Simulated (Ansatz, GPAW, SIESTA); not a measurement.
**Mg₆SiBi (Amm2, 8 atoms in the cell) computed with different codes at matched settings**

Self-consistent single point.

```
CELL_PARAMETERS angstrom
      5.23039     0.00000     0.00000
      0.00000     3.12038     6.06639
      0.00000    -3.12038     6.06639
ATOMIC_POSITIONS crystal
  Mg 0.00000 0.83474 0.32214
  Mg 0.00000 0.32214 0.83474
  Mg 0.00000 0.32531 0.32531
  Mg 0.50000 0.66405 0.14943
  Mg 0.50000 0.14943 0.66405
  Mg 0.50000 0.17342 0.17342
  Si 0.00000 0.87842 0.87842
  Bi 0.50000 0.65250 0.65250
```

Shared settings, as Ansatz (a first-principles code) writes them: kpoints.mp_grid.grid = 4 3 3; scf.occupations.method = gaussian; scf.occupations.width = 0.05 eV. Potentials and cutoffs stand in the table.

```csv
code,model,pressure (GPa),largest force (eV/Å),cutoff
Ansatz,"LDA (PW92), PAW files made with PBE",-4.75,0.284,420 eV
SIESTA,"LDA PW92, numerical atomic orbitals DZP, PseudoDojo LDA standard norm-conserving potentials (rewritten from UPF to PSML)",-2.87,0.133,grid 300 Ry
GPAW,"LDA (Perdew-Wang 92), GPAW PAW datasets LDA (gpaw-data 1.0.1)",-4.77,0.288,850 eV
```

Size of the force on each atom (eV/Å): Sizes of forces hide their directions.

```csv
code,Mg1,Mg2,Mg3,Mg4,Mg5,Mg6,Si7,Bi8
Ansatz,0.028,0.028,0.153,0.072,0.072,0.096,0.284,0.183
SIESTA,0.112,0.112,0.133,0.114,0.114,0.028,0.064,0.004
GPAW,0.026,0.026,0.152,0.073,0.073,0.100,0.288,0.188
```

On Ansatz's run: spin-orbit coupling is off.

The spread over the programs that give each value: pressure within 1.90 GPa; largest force within 0.155 eV/Å.

SIESTA uses small atom-centred bases, whose incompleteness enters pressures, forces and empty levels differently from a plane-wave cutoff. Ansatz's pressure is given at a fixed set of plane waves, as the other plane-wave codes print theirs. In the pressure, SIESTA (by 1.89) lies more than 1 GPa from the median of the plane-wave programs. In the force vectors, SIESTA (by 0.350) lies more than 0.08 eV/Å from the median of the plane-wave programs.

The shared mesh is coarse (it stands for a supercell whose shortest vector is 19 Å), so the values are not converged in it.

The starting cell comes from a database of computed structures (which also holds hypothetical and non-ambient phases and stackings), without a prior relaxation at this level. Its lattice was rescaled by a random factor within 2.5 % of one.

Left out of this page: CP2K (unsound by tests on forces, stress, charge or solver warnings).

Keys are those of Ansatz 0.2.
